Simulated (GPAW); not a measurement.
Worked example: self-consistent single point of Ti₃Os (Fm-3m, 4 atoms in the cell) in GPAW.

Level of theory: LDA (Perdew-Wang 92), GPAW PAW datasets LDA (gpaw-data 1.0.1) (plane waves; GPAW).

```
CELL_PARAMETERS angstrom
      0.00000     3.15897     3.15897
      3.15897     0.00000     3.15897
      3.15897     3.15897     0.00000
ATOMIC_POSITIONS crystal
  Ti 0.25000 0.25000 0.25000
  Ti 0.75000 0.75000 0.75000
  Ti 0.50000 0.50000 0.50000
  Os 0.00000 0.00000 0.00000
```
Moments meant for the start (each program seeds them in its own way; μB, in the order of the atoms Ti Ti Ti Os): 1.0 1.0 1.0 1.0.

Reference input (self-consistent single point, DFT PBEsol, plane waves, GPAW PAW datasets PBEsol (made by gpaw-setup)): spinpol = true; mode = pw; ecut = 800 eV; xc = PBEsol; kpts = 8 8 8; mesh shift (steps) = 0 0 0; occupations.name = methfessel-paxton; occupations.width = 0.272 eV; occupations.order = 0; nbands = -10; symmetry.symmorphic = false; symmetry.tolerance = 0.0005. This run's input differs from it in these lines:

```diff
@@ -18,3 +18,3 @@
             mode={'name': 'pw', 'ecut': 800},
-            xc='PBEsol',
+            xc='LDA',
             kpts={'size': (8, 8, 8), 'gamma': True},
```

Its files differ too (potentials: GPAW PAW datasets LDA (gpaw-data 1.0.1)).

Output, abridged:

```
     iter     time        total  log10-change:  magmom
                         energy   eigst   dens
iter:   1 --:--:--   -36.927634                   +4.0123
iter:   2 --:--:--   -37.068099   -0.89  -1.39    +2.5084
iter:   3 --:--:--   -36.346632   -0.82  -1.40    +1.2117
iter:   4 --:--:--   -36.347290   -1.49  -1.82    +1.0424
iter:   5 --:--:--   -36.606591   -1.17  -1.98    +0.6766
iter:   6 --:--:--   -36.605300   -2.01  -1.88    +0.5059
iter:   7 --:--:--   -36.391886   -1.13  -1.85    +0.2957
iter:   8 --:--:--   -36.380571   -2.63  -2.48    +0.2084
iter:   9 --:--:--   -36.378188c  -2.93  -2.79    +0.1174
   [... lines left out ...]
iter:  22 --:--:--   -36.377077c  -6.62  -3.77    +0.0009
iter:  23 --:--:--   -36.377059c  -6.16  -3.80    +0.0004
iter:  24 --:--:--   -36.377040c  -5.94  -3.84    +0.0001
iter:  25 --:--:--   -36.377037c  -6.79  -3.86    -0.0000
iter:  26 --:--:--   -36.377039c  -7.74c -3.86    -0.0000
iter:  27 --:--:--   -36.377036c  -7.14  -3.86    -0.0000
iter:  28 --:--:--   -36.377027c  -6.32  -3.84    -0.0000
iter:  29 --:--:--   -36.377032c  -6.73  -4.25c   -0.0000
iter:  30 --:--:--   -36.377042c  -6.61  -4.40c   -0.0000
iter:  31 --:--:--   -36.377044c  -6.87  -4.52c   -0.0000
iter:  32 --:--:--   -36.377046c  -7.53c -4.69c   -0.0000
Converged after 32 iterations.

Dipole moment: (0.000000, 0.000000, 0.000000) |e|*Ang

Total magnetic moment: (0.000000, 0.000000, -0.000019)
Local magnetic moments:
   0 Ti ( 0.000000,  0.000000, -0.000003)
   1 Ti ( 0.000000,  0.000000, -0.000003)
   2 Ti ( 0.000000,  0.000000, -0.000007)
   3 Os ( 0.000000,  0.000000,  0.000001)

Energy contributions relative to reference atoms: (reference = -538178.998628)

Kinetic:         +9.427044
Potential:      -10.805967
External:        +0.000000
XC:             -34.747118
Entropy (-ST):   -0.257504
Local:           -0.122252
SIC:             +0.000000
--------------------------
Free energy:    -36.505798
Extrapolated:   -36.377046

Spin contamination: 0.000001 electrons
Showing only first 2 kpts
                      Up                     Down
   [... lines left out ...]
Fermi level: 9.91283
No gap
   [... lines left out ...]
Energy (eV): -36.377046

Forces in eV/Ang:
  0 Ti   -0.00000   -0.00000   -0.00000
  1 Ti    0.00000    0.00000    0.00000
  2 Ti    0.00000   -0.00000   -0.00000
  3 Os    0.00000   -0.00000   -0.00000

Stress tensor:
     0.076383     0.000000    -0.000000
     0.000000     0.076383    -0.000000
    -0.000000    -0.000000     0.076383
Stress (GPa, Voigt): [12.2379 12.2379 12.2379 -0.     -0.      0.    ]
```

The run converged in 32 iterations. GPAW prints stress with tension positive. Against the reference run the pressure goes from -6.84 to -12.24 GPa and the size of the net moment goes from 0.25 to 0.00 μB/atom.

The starting cell comes from a database of computed structures (which also holds hypothetical and non-ambient phases and stackings), without a prior relaxation at this level. The starting moments vanished: the run ended non-magnetic. With a pressure of about -12 GPa the cell is away from its equilibrium volume at this level.

Cost on one core of a shared machine: roughly 7 min.
